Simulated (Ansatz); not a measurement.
FePt, pressure series

Consider FePt (space group P4/mmm, No. 123; ferromagnetic).

```
CELL_PARAMETERS angstrom
      2.73006     0.00000     0.00000
      0.00000     2.73006     0.00000
      0.00000     0.00000     3.76390
ATOMIC_POSITIONS crystal
  Fe 0.50000 0.50000 0.50000
  Pt 0.00000 0.00000 0.00000
```

Cell and atoms are relaxed at each pressure.

All numbers come from Kohn–Sham DFT with the PBE functional, run in Ansatz (a quantum-chemistry and plane-wave program) with PAW and 420 eV plane waves, scalar-relativistic without spin-orbit coupling.

Candidates:
(a) pressure 60 GPa
(b) pressure 45 GPa
(c) pressure 9 GPa

For the base:

```
Item                  Result
-------------------  -------
Largest site moment  2.99 μB
```

### Question
Order them by largest site moment, highest first.

### Answer
(c) pressure 9 GPa (2.91 μB), (b) pressure 45 GPa (2.67 μB), (a) pressure 60 GPa (2.54 μB)

Other magnetic orders, which the real material may have, were not ruled out. Load acts through the strain it causes; cell and atoms are relaxed under it. Whether these cells are dynamically stable was not tested. Competing high-pressure phases were not computed.
